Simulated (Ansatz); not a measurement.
Consider Se (space group P3_121, No. 152; a = 4.5066 Å, c = 4.9888 Å; made of chains).

Method: r2SCAN (Ansatz, an electronic-structure program; PAW; 500 eV plane waves; no spin-orbit coupling), earlier PAW set.

For the base:

| Property | Result |
|---|---|
| Band gap | 1.33 eV |
| Width of the top valence band | 1.39 eV |
| c/a ratio | 1.107 |
| Smallest direct gap | 1.55 eV |
| Gap character | indirect, L → H |

Now apply this change: cell and atoms relaxed at a pressure of 3 GPa.

Estimate the effect on the band gap, width of the top valence band, c/a ratio, smallest direct gap and gap character.

The band gap decreases by 0.526 eV to 0.81 eV; the width of the top valence band grows by 1.01 eV to 2.40 eV; the c/a ratio increases by 0.128 to 1.235; the smallest direct gap shrinks by 0.63 eV, from 1.55 eV to 0.92 eV; the gap character changes from indirect, L → H to indirect, L–H (67 % along) → H.

Load acts through the strain it causes; cell and atoms are relaxed under it. Whether these cells are dynamically stable was not tested. No dispersion term is included, though the crystal is made of layers, chains or molecules, so its spacings can come out too wide.
